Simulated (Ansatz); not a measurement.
The starting structures come from a database of crystals and need not be the phases stable at ambient conditions.

 Where the default PAW files enter, the runs use the earlier of Ansatz's two default sets.

By LDA, the system below comes out a metal.

A figure of merit of an interconnect metal is its ballistic conductance per area.

Consider the following.

```
CELL_PARAMETERS angstrom
      3.53498     0.00000     0.00000
      0.00000     3.53498     0.00000
      1.76749    -1.76749     1.76749
ATOMIC_POSITIONS crystal
  Hf 0.00000 0.00000 0.00000
```

Space group of this cell: Im-3m, bcc (W type). The cell is taken as given; by LDA its mean pressure is -7.9 GPa.

The current flows along the normal of the first two printed cell vectors, the (001) plane of the conventional cell. No spin-orbit coupling; the value is a mean over 0.1 eV about the Fermi level.

Question: Compute, with LDA run with Ansatz (a quantum-chemistry and plane-wave program), the ballistic conductance per area.

Answer: 1.5 × 10¹⁵ S/m² for both spins.
